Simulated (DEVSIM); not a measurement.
Device: Cr/AlN/SiO2/n-Si capacitor, at 300 K.

| layer (left to right) | material | thickness (nm) | Nd (cm⁻³) |
|---|---|---|---|
| 1 | AlN | 6.50 | - |
| 2 | SiO2 | 0.740 | - |
| 3 | Si | 1100 | 2.6e17 |

Metal gate on the left, work function 4.5 eV. Fixed charge at the semiconductor interface 8e10 cm⁻² (in units of +e); no interface traps.

Constants are typed, rounded textbook-type inputs, not results; the design itself was drawn at random and stands for no fabricated device. Values at 300 K.

```
parameter      AlN  SiO2       Si
-------------  ---  ----  -------
gap (eV)       6.1     9    1.124
affinity (eV)  1.9   0.9     4.05
permittivity   8.5   3.9     11.7
Nc (cm⁻³)        -     -  2.86e19
Nv (cm⁻³)        -     -   3.1e19
```

Simulated with DEVSIM: 1D Poisson equation in equilibrium, Boltzmann statistics, complete ionisation; no quantum confinement or tunnelling. Metal contacts follow the ideal Schottky-Mott rule: no Fermi-level pinning, no interface dipoles.

The interface trap density was swept, all else fixed.

```csv
interface trap density (cm^-2 eV^-1),minimum of the low-frequency capacitance (μF/cm²),threshold voltage (band bending 2φF) (V),flat-band voltage (V)
0,0.147,-0.86,0.31
1e10,0.148,-0.86,0.32
1e11,0.158,-0.87,0.32
3e11,[?],[?],0.33
1e12,0.246,-0.98,0.35
2e12,0.322,-1.09,0.39
```

### Question
Complete the blanks.

### Answer

- 3e11, minimum of the low-frequency capacitance (μF/cm²): 0.180
- 3e11, threshold voltage (band bending 2φF) (V): -0.90
